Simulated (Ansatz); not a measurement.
KTaO3, response to strain

The reference is KTaO₃ in the cubic perovskite structure (space group Pm-3m, No. 221; a = 3.9520 Å).

Strains are applied to the cell and any free atomic positions relax.

Calculations: LDA (Ansatz, a program for electronic structure), scalar-relativistic without spin-orbit coupling.

```tsv
isotropic strain (%)	band gap (eV)
0	2.13
0.6	2.09
1.2	2.05
1.8	?
2.4	1.98
3	1.94
```

Fit E_g = E₀ + Dε (ε in %) to the rows shown and predict the withheld row.

Least squares on the printed values gives E₀ = 2.13 eV, D = -62.6 meV per % of strain (largest residual 0.00 eV); this predicts 2.02 eV, and the run gives 2.02 eV, in agreement.

With Ta present, leaving out spin-orbit coupling can change the band edges. Whether these cells are dynamically stable was not tested.
